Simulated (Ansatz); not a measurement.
**Pressure series in CrCuO2**

Consider CrCuO$_{2}$ (space group R-3m, No. 166; a = 3.0127 Å, c = 17.1117 Å (hexagonal axes); ferromagnetic).

Cell and atoms are relaxed at each pressure.

Calculations: PBE, PAW, 420 eV (Ansatz, a quantum-chemistry and plane-wave program; no SOC).

Candidates:
(a) pressure −2 GPa
(b) pressure 0.3 GPa
(c) pressure −1 GPa
(d) pressure 5 GPa

For the base:

| Quantity | Value |
|---|---|
| c/a ratio | 5.680 |

Problem. Order them by c/a ratio, highest first.

Solution. (d) pressure 5 GPa (5.744), (b) pressure 0.3 GPa (5.684), (c) pressure −1 GPa (5.667), (a) pressure −2 GPa (5.653)

Load acts through the strain it causes; cell and atoms are relaxed under it. Stability against distortions was not tested. Competing high-pressure phases were not computed. No Hubbard U is applied and the magnetic state is the run's own (CrCuO2 ferromagnetic); other magnetic orders, which need larger cells, were not tried and can change the gap.
